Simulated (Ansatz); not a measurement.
Start from Os in the hcp (Mg type) structure (space group P6_3/mmc, No. 194; a = 2.754 Å, c = 4.347 Å; relaxed with 0.1 eV smearing). Axes: x lies along a and z along c of the hexagonal cell.

The values are results of Ansatz (a program for electronic structure) PBE, without spin-orbit coupling, not measurements.

Before the change:

| Property | Value |
|---|---|
| Pressure | 0.0 GPa |
| Shortest interatomic distance | 2.693 Å |
| Band gap | zero |

It is then changed as follows: the cell is compressed by 0.50 % along z with no lateral relaxation; the atoms relax in the strained cell.

Q: Predict the new pressure.

A: The pressure (mean of the normal stresses, compression positive) goes from zero to 2.1 GPa.

Q: What does the calculation give for the energy relative to the base after the change?

A: The energy increases by 0.9 meV/atom.

Q: What happens to the shortest interatomic distance?

A: The shortest interatomic distance drops by 0.0088 Å, from 2.693 Å to 2.685 Å.

Q: What happens to the band gap?

A: The band gap is still zero.

Whether these cells are dynamically stable was not tested. All final runs are without spin polarisation.
